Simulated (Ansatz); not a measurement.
BeAlNS (model structure, started from the AlSiCN type, P3m1, No. 156, 4 atoms in the cell) was calculated with PBEsol (plane waves, PAW; Ansatz, a quantum-chemistry and plane-wave program).

Run with plane-wave cutoff 520 eV, 12×12×6 k mesh (along the axes of the cell as run), Fermi–Dirac smearing 0.01 eV, scalar-relativistic PAW data made under PBE.

Cell (relaxed with PBEsol):

Space group P3m1 (No. 156); a = b = 3.2346 Å, c = 5.3468 Å, α = β = 90.00°, γ = 120.00°

```
atom  site  symmetry       x       y       z
----  ----  --------  ------  ------  ------
Al      1b       3m.  0.3333  0.6667  0.5527
Be      1c       3m.  0.6667  0.3333  0.9507
S       1b       3m.  0.3333  0.6667  0.1122
N       1c       3m.  0.6667  0.3333  0.6343
```

Task: Estimate the band gap that the calculation returns.

Result: 
- band gap: 2.46 eV (direct)

Note: the relaxation could raise the start's symmetry but not lower it, so the cell can be a saddle point.

Static lattice: no zero-point or thermal effects.

Computing time: around 18 core-seconds (rough).

A model structure was made by putting elements into a prototype or built by hand; it is no filed structure, need not be a known phase, and can be a saddle point held by its symmetry.
